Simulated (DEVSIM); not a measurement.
Device: Schottky contact on p-type Si, at 300 K.

| layer (left to right) | material | thickness (μm) | Na (cm⁻³) | τn (s) | τp (s) |
|---|---|---|---|---|---|
| 1 | Si | 0.500 | 1.7e17 | 0.00018 | 0.00018 |

Left contact: Schottky, work function 4.484 eV, emission velocity 2.8e6 cm/s. Right contact: ohmic. Voltage is applied to the left contact. Recombination: SRH at mid-gap, radiative, Auger. Mobility is constant in doping. Where it depends on doping, it is μmin + (μ − μmin)/(1 + (N/Nref)^α).

The device is made up for the run: typed textbook-type constants, with dimensions and the other settings drawn at random. Values at 300 K; Nc and Nv go as T^1.5, mobilities as T to minus their exponent, the gap by Varshni's rule with the affinity fixed. The table also holds parameters that only a changed run uses.

| parameter | Si |
|---|---|
| gap (eV) | 1.124 |
| affinity (eV) | 4.05 |
| permittivity | 11.7 |
| Nc (cm⁻³) | 2.86e19 |
| Nv (cm⁻³) | 3.1e19 |
| μn (cm²/Vs) | 1417 |
| μp (cm²/Vs) | 470 |
| μn,min | 52 |
| μp,min | 45 |
| Nref,n | 9.7e16 |
| Nref,p | 2.2e17 |
| αn | 0.68 |
| αp | 0.72 |
| T exponent of μn | 2.3 |
| T exponent of μp | 2.2 |
| B (cm³/s) | 4.7e-15 |
| Cn (cm⁶/s) | 2.8e-31 |
| Cp (cm⁶/s) | 9.9e-32 |
| Varshni α (eV/K) | 0.000473 |
| Varshni β (K) | 636 |

Model (solved in DEVSIM): 1D drift-diffusion, Boltzmann statistics, complete ionisation; no tunnelling, impact ionisation, image-force lowering or self-heating. Metal contacts follow the ideal Schottky-Mott rule: no Fermi-level pinning, no interface dipoles.

Base results: largest field in the device at zero bias (V/cm) 170000; potential step across the device at zero bias (V) 0.555; dark forward voltage at 100 A/cm² (V) 0.386.

What follows from this one change: temperature 300 → 450 K?

largest field in the device at zero bias 170000 → 140000 V/cm; potential step across the device at zero bias 0.555 → 0.422 V; dark forward voltage at 100 A/cm² 0.386 → 0.172 V.

What follows from this one change: doping Na of layer 1 1.7e+17 → 5.1e+17 cm^-3?

largest field in the device at zero bias 170000 → 290000 V/cm; potential step across the device at zero bias 0.555 → 0.584 V; dark forward voltage at 100 A/cm² little changed (0.385 V).

What follows from this one change: metal work function 4.484 → 4.334 eV?

largest field in the device at zero bias 170000 → 190000 V/cm; potential step across the device at zero bias 0.555 → 0.705 V; dark forward voltage at 100 A/cm² 0.386 → 0.536 V.
